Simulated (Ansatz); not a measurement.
Defect migration in bcc Nb: Ru-vacancy pair (Ru on one host Nb site, one Nb site vacant), neutral cell. Calculation: PBE, PAW (plane waves to 420 eV; Ansatz, a quantum-chemistry and plane-wave program).

Settings: 36 host sites, the relaxed PBE lattice, a 2×2×3 k-point mesh shifted by half a step, smearing 0.10 eV, spin-restricted, no image-charge correction. No zero-point or tunnelling terms. Forms of the defect that were not tried may lie lower. The start lies 0.56 eV above the lowest site run (PBE).

Barriers: single points on a 3×3×4 k-point mesh shifted by half a step at the bands' geometries (they differ from the bands' own by up to 0.10 eV, and are uncertain by about as much).

The step: direct exchange of Ru with the vacancy (Ru-vacancy distance between ideal sites 2.87 Å throughout); the atom moves 3.05 Å along (0.53, 0.53, 0.54) of the unit cell; the moving atom starts with neighbours Nb at 2.73, Nb at 2.76, 3 Nb at 2.79, 2 Nb at 2.83, 3 Nb at 3.28, 2 Nb at 3.30, Nb at 3.35 Å and ends with Nb at 2.73, Nb at 2.76, 3 Nb at 2.79, 2 Nb at 2.83, 3 Nb at 3.28, 2 Nb at 3.30, Nb at 3.35 Å.

Task: What migration barrier of this step does PBE, PAW give?

Result: 1.37 eV, the same both ways. At the saddle the moving atom has neighbours 2 Nb at 2.69, 2 Nb at 2.77, 2 Nb at 2.78, Nb at 3.47 Å. The saddle point's order was not checked, and it lies on a symmetry element of the cell, where a band can be held.
